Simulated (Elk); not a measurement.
Band structure of Cu (Fm-3m, 1 atom in the cell).

```xyz
1
Lattice="0.0000 1.8050 1.8050 1.8050 0.0000 1.8050 1.8050 1.8050 0.0000" Properties=species:S:1:pos:R:3 pbc="T T T"
Cu     0.0000     0.0000     0.0000
```

Level of theory: PBE, all-electron FP-LAPW, Elk's shipped species files, default APW+lo basis (Elk).

Settings: xctype = 20; stype = 0; swidth = 0.00734986 Ha; ngridk = 21 21 21; rmtscf = 0.94; maxscl = 100.

The starting cell has typed, rounded lattice constants, without a prior relaxation at this level. Spin polarisation is off. Values depend on the basis (sphere radii, cutoffs, local orbitals), which need not be converged.

Levels in eV from the Fermi level, bands 5 to 12:
| point | 5 | 6 | 7 | 8 | 9 | 10 | 11 | 12 |
|---|---|---|---|---|---|---|---|---|
| Γ | -3.02 | -3.02 | -3.02 | -2.21 | -2.21 | 23.98 | 25.95 | 25.95 |
| X | -4.47 | -1.65 | -1.47 | -1.47 | 1.38 | 7.09 | 13.13 | 13.13 |
| W | -3.57 | -3.57 | -2.25 | -1.47 | 6.14 | 6.14 | 8.27 | 8.79 |
| K | -4.11 | -2.79 | -2.06 | -1.67 | 4.26 | 5.68 | 7.81 | 15.23 |
| L | -3.07 | -3.07 | -1.62 | -1.62 | -1.13 | 3.73 | 22.02 | 22.49 |
| U | -4.11 | -2.79 | -2.06 | -1.67 | 4.26 | 5.68 | 7.81 | 15.23 |

Bands cross the Fermi level along this path, so the cell is metallic at this level.
